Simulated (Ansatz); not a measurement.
Start from WC (space group P-6m2, No. 187).

```yaml
crystal:
  lattice:
    - [2.91216, 0.00000, 0.00000]
    - [-1.45608, 2.52201, 0.00000]
    - [0.00000, 0.00000, 2.83622]
  atoms:
    - { symbol: W, position: [0.00000, 0.00000, 0.00000] }
    - { symbol: C, position: [0.66667, 0.33333, 0.50000] }
```

Method: r2SCAN (Ansatz, a quantum-chemistry and plane-wave program, PAW, no SOC).

For the base:

| Quantity | Value |
|---|---|
| Pressure | 0.0 GPa |

It is then changed as follows: the cell is scaled by 1.0133 in all directions; the atoms relax in the strained cell.

Problem. How does this affect the pressure and energy relative to the base?

Solution. The pressure (mean of the normal stresses, compression positive) goes from zero to -14.8 GPa; the energy grows by 20 meV/atom.

Whether these cells are dynamically stable was not tested. The final runs are not spin-polarised.
